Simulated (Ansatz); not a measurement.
Consider a 16-atom supercell of ZnS in the zinc blende structure (space group F-43m, No. 216; a = 5.4435 Å) at its relaxed geometry.

Computed with PBE (Ansatz, a program for electronic structure, PAW, without spin-orbit coupling), earlier PAW set.

One neutral defect a cell, atoms relaxed at fixed cell.

One change was made to it. Results:

```json
[
 {"quantity": "pressure", "base": "0.0 GPa", "after": "0.5 GPa"},
 {"quantity": "largest displacement of a host atom from its site in the perfect cell", "base": "–", "after": "0.05 Å"}
]
```

Problem. What was done to the base?
A) Ge on a Zn site
B) Se on a S site
C) S vacancy
D) H interstitial (started 2.22 Å from the nearest host atom)

Solution. D, H interstitial (started 2.22 Å from the nearest host atom). For comparison, the pressure in the other runs: Se on a S site gives 1.4 GPa; S vacancy gives -1.0 GPa; Ge on a Zn site gives 3.4 GPa.

The magnetic state is the one reached from the starting moments; the real material's order can differ, and small cells can't hold many antiferromagnetic ones. In so small a cell the defect repeats every few ångströms: this is an ordered compound, not a dilute defect. Seeded moments were not kept for Se on a S site, S vacancy and Ge on a Zn site.
